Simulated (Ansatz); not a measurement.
Structures of equal composition on the (111)B surface of 3C silicon carbide (C plane on top): (√3x√3)R30° Ga adatom at H3; (√3x√3)R30° Ga adatom at T4. The slabs share one bottom face, and each structure is named by its start. These are constructed structures in small cells; real faces may alloy, dewet or reconstruct in larger ones, and not all known structures of the face are among them. Slabs of about 11 Å, Fermi-Dirac smearing of 0.025 eV. Bottom of the slabs: H caps. Relaxed from the named starts with such symmetry as they have, on meshes of like density; energies extrapolated to zero smearing; spin only where a row says so; no spin-orbit coupling, no U. Brackets mark spin-polarised runs, whose order is one that fits the cell. Where a second, spin-polarised start was run, the lower counts.

The numbers are results of PBE (plane waves to 420 eV, PAW; Ansatz, a quantum-chemistry and plane-wave program), not measurements.

Put the candidates in order of energy per 1x1 cell, lowest first, for PBE.

(√3x√3)R30° Ga adatom at H3 (0.000 eV, gap 1.16 eV on the mesh), (√3x√3)R30° Ga adatom at T4 (0.166 eV, gap 0.80 eV on the mesh)
